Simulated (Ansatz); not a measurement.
Cost and result by functional for the surface energy of the (31-43) surface of hcp Re in its 1x1 cell, outermost plane spacing 0.10 Å in the ideal cut, in Ansatz (plane waves, PAW). Single points on the PBE structure, on one kind of machine; costs are rough ratios of the slab run's core time (references not counted) to the cheapest single point. r2SCAN's cost holds its higher cutoff (500 against 420 eV). Differences are taken against r2SCAN for comparison alone: no measured value is at hand, so the table doesn't rank accuracy.

Slab: 36 atoms, 10.5 Å thick at the start (thin: gaps and levels are the slab's own); k 7x4x1, smearing 0.1 eV, dipole-corrected; all atoms relaxed; start symmetry kept, larger cells not searched; no spin, no spin-orbit, no U. These notes are the PBE run's.

| functional | relative cost | surface energy (J/m²) | less r2SCAN (J/m²) |
|---|---|---|---|
| LDA | 1 | 3.98 | 0.32 |
| PBEsol | 1 | 3.87 | 0.20 |
| RPBE | 1 | 3.23 | -0.43 |
| r2SCAN | 2 | 3.67 | 0.00 |
| PBE (the relaxed run's value) | – | 3.45 | -0.22 |

The values span 0.75 J/m², while the single points' costs differ by a factor of roughly 2. Differences are of unrounded values.

Ansatz is a quantum-chemistry and plane-wave program.
